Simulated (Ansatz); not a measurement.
Take GaAs in the zinc blende structure (space group F-43m, No. 216; a = 5.603 Å) as the base. Axes: x, y, z lie along the cube axes.

All numbers come from Ansatz (an electronic-structure program) LDA, spin-orbit coupling left out.

For the base:

| Item | Value |
|---|---|
| Gap character | direct at Γ |
| Pressure | 0.01 GPa |
| Shortest interatomic distance | 242.6 pm |
| Electron mass | 0.029 mₑ (at Γ) |

The change: uniaxial strain ε_zz = +1.00 %, all other strain components held at zero, atoms relaxed at fixed cell.

### Question
Predict the new gap character, pressure, shortest interatomic distance and electron mass.

### Answer
The gap character is still direct at Γ; the pressure (mean of the normal stresses, compression positive) falls by 0.724 GPa, from 0.01 GPa to -0.72 GPa; the shortest interatomic distance rises by 0.8 pm to 243.4 pm; the electron mass changes from 0.029 mₑ (at Γ) to 0.026 mₑ along z, 0.024 mₑ across (at Γ).

Effective masses come from finite differences of ±0.01 Å⁻¹. Whether these cells are dynamically stable was not tested. Labels are those of the standard path for the cell's own space group.
